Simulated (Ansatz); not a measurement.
Take BP in the zinc blende structure (space group F-43m, No. 216; a = 4.537 Å) as the base.

All numbers come from Ansatz (a program for electronic structure), r2SCAN, PAW, cutoff 500 eV, spin-orbit coupling left out.

Strains are applied to the cell and any free atomic positions relax.

One change was made to it. Results:

The width of the top valence band falls by 0.51 eV (5.74 eV → 5.23 eV); the energy increases by 46 meV/atom; the pressure goes from zero to -12.70 GPa; the hole mass (degenerate bands, along [100]) goes from 0.24, 0.24, 0.32 mₑ (at Γ) to 0.25, 0.25, 0.28 mₑ (at Γ).

Task: Which of these changes matches the shifts?
A. isotropic strain +3.00 %
B. isotropic strain +2.00 %
C. isotropic strain +1.50 %

Result: A, isotropic strain +3.00 %. For comparison, the energy relative to the base in the other runs: isotropic strain +2.00 % gives +21 meV/atom; isotropic strain +1.50 % gives +12 meV/atom.

The levels and masses belong to the bands next to the band gap. Effective masses come from finite differences of ±0.01 Å⁻¹. Stability against distortions was not tested.
